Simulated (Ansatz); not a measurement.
Results of PBEsol (plane waves, PAW; Ansatz, a program for electronic structure) for Si3N4 (model structure, started from the spinel Si type, Fd-3m, No. 227, 14 atoms in the cell).

Settings: plane-wave cutoff 520 eV, 8×8×8 k mesh, Fermi–Dirac smearing 0.01 eV, scalar-relativistic PAW data made under PBE.

Cell (relaxed at this level):

```
CELL_PARAMETERS angstrom
      0.00000     3.87185     3.87185
      3.87185     0.00000     3.87185
      3.87185     3.87185     0.00000
ATOMIC_POSITIONS crystal
  Si 0.62500 0.62500 0.62500
  Si 0.12500 0.62500 0.62500
  Si 0.62500 0.12500 0.62500
  Si 0.62500 0.62500 0.12500
  Si 0.25000 0.25000 0.25000
  Si 0.00000 0.00000 0.00000
  N  0.86755 0.86755 0.86755
  N  0.39735 0.86755 0.86755
  N  0.86755 0.39735 0.86755
  N  0.86755 0.86755 0.39735
  N  0.38245 0.38245 0.38245
  N  0.85265 0.38245 0.38245
  N  0.38245 0.85265 0.38245
  N  0.38245 0.38245 0.85265
```

Q: Estimate the band gap that the calculation returns.

A: 
band gap: 3.29 eV (on the SCF k mesh)

Note: the relaxation could raise the start's symmetry but not lower it, so the cell can be a saddle point.

A model structure was made by putting elements into a prototype or built by hand; it is no filed structure, need not be a known phase, and can be a saddle point held by its symmetry.
